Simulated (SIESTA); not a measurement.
SIESTA run on Cr₂C (P1, 3 atoms in the cell): relaxation of the atoms.

Computed with GGA PBEsol, numerical atomic orbitals DZP, PseudoDojo PBEsol standard norm-conserving potentials (rewritten from UPF to PSML) in SIESTA.

The change in words: atoms moved at random; MD.TypeOfRun: default → Broyden; MD.Steps: default → 40; MD.MaxForceTol: default → 0.03 eV/Ang. Reference geometry:
```
CELL_PARAMETERS angstrom
      2.83384     0.00000     0.00000
     -1.41692     2.45418     0.00000
      0.00000     0.00000     4.25842
ATOMIC_POSITIONS crystal
  Cr 0.66667 0.33333 0.24671
  Cr 0.33333 0.66667 0.75329
  C  0.00000 0.00000 0.50000
```

Reference input (self-consistent single point, DFT, GGA PBEsol, numerical atomic orbitals DZP, PseudoDojo PBEsol standard norm-conserving potentials (rewritten from UPF to PSML)): XC.functional = GGA; XC.authors = PBEsol; potentials = PseudoDojo PBEsol standard; PAO.BasisSize = DZP; PAO.EnergyShift = 0.01 Ry; MeshCutoff = 400 Ry; kgrid.MonkhorstPack = 11 11 6; OccupationFunction = FD; ElectronicTemperature = 0.1 eV; MaxSCFIterations = 150; SCF.Mixer.Method = Pulay; SCF.Mixer.Weight = 0.1. This run's input differs from it in these lines:

```diff
@@ -18,5 +18,5 @@
 %block AtomicCoordinatesAndAtomicSpecies
-     1.416921750    0.818058515    1.050595045  1
-    -0.000001750    1.636119485    3.207825955  1
-     0.000000000    0.000000000    2.129210500  2
+     1.423402745    0.815113502    1.044620480  1
+    -0.012626509    1.622214112    3.214507418  1
+     0.006142347    0.016852840    2.128503602  2
 %endblock AtomicCoordinatesAndAtomicSpecies
@@ -42,2 +42,5 @@
 Diag.ParallelOverK           true
+MD.TypeOfRun                 Broyden
+MD.Steps                     40
+MD.MaxForceTol               0.03 eV/Ang
 WriteForces                  true
```

The program printed (abridged):

```
        iscf     Eharris(eV)        E_KS(eV)     FreeEng(eV)     dDmax    Ef(eV) dHmax(eV)
   scf:    1    -4871.975636    -4964.324526    -4964.391617  0.428858  0.451907 21.985207
   scf:    2    -5000.730385    -4984.008661    -4984.074225  0.186828 -0.689368 15.279802
   scf:    3    -4999.856185    -4999.423100    -4999.498630  0.319109 -3.301569  4.303697
   scf:    4    -4981.153363    -4994.084203    -4994.155651  0.189241 -2.252985  8.113892
   scf:    5    -5002.987356    -4999.759420    -4999.835970  0.120183 -3.221818  2.289440
   [... 6 lines left out ...]
   scf:   12    -5000.247478    -5000.247470    -5000.326703  0.000105 -3.670687  0.003753
   scf:   13    -5000.247480    -5000.247475    -5000.326704  0.000125 -3.670087  0.001444
   scf:   14    -5000.247478    -5000.247476    -5000.326704  0.000037 -3.669910  0.000034
   scf:   15    -5000.247476    -5000.247476    -5000.326704  0.000002 -3.669912  0.000017
SCF Convergence by DM+H criterion
max |DM_out - DM_in|         :     0.0000015992
max |H_out - H_in|      (eV) :     0.0000172874
SCF cycle converged after 15 iterations

Using DM_out to compute the final energy and forces

siesta: E_KS(eV) =            -5000.2475

siesta: E_KS - E_eggbox =     -5000.2475

siesta: Atomic forces (eV/Ang):
     1   -0.027268    0.154428    0.384601
     2    0.177616    0.290147   -0.394632
     3   -0.148546   -0.447576    0.009376
   Tot    0.001802   -0.003001   -0.000656
   Max    0.447576
   Res    0.272122    sqrt( Sum f_i^2 / 3N )
   Max    0.447576    constrained

Stress tensor Voigt[x,y,z,yz,xz,xy] (kbar):      138.00      134.92      122.64       -6.04       -8.89        2.41
(Free)E + p*V (eV/cell)    -5002.7640
Target enthalpy (eV/cell)    -5000.3267

   [... lines left out ...]
outcell: Cell volume (Ang**3)        :     29.6163
        iscf     Eharris(eV)        E_KS(eV)     FreeEng(eV)     dDmax    Ef(eV) dHmax(eV)
siesta: FreeEng =     -5000.340239
   [... lines left out ...]
siesta:     0.075775    0.000508   -0.001492
siesta:     0.000508    0.075362   -0.000822
siesta:    -0.001492   -0.000822    0.068695

siesta: Cell volume =         29.616254 Ang**3

siesta: Pressure (static):
siesta:                Solid            Molecule  Units
siesta:          -0.00079809         -0.00079537  Ry/Bohr**3
siesta:          -0.07327739         -0.07302752  eV/Ang**3
siesta:        -117.40332302       -117.00298405  kBar
```

The run converged. 

Summary of the result:
Free energy E − TS: -5000.3402 eV
Fermi level (on the code's own zero): -3.68 eV
Pressure: -11.74 GPa
Largest force (vector length): 0.031 eV/Å
Relaxation steps: 4

The starting cell comes from a database of computed structures (which also holds hypothetical and non-ambient phases and stackings), without a prior relaxation at this level. Its lattice was rescaled by a random factor within 2.5 % of one. For this run, on top of that: atoms moved at random. Spin polarisation is off. Values carry the incompleteness of an atom-centred basis.

Cost on one core of a shared machine: roughly 4 min.
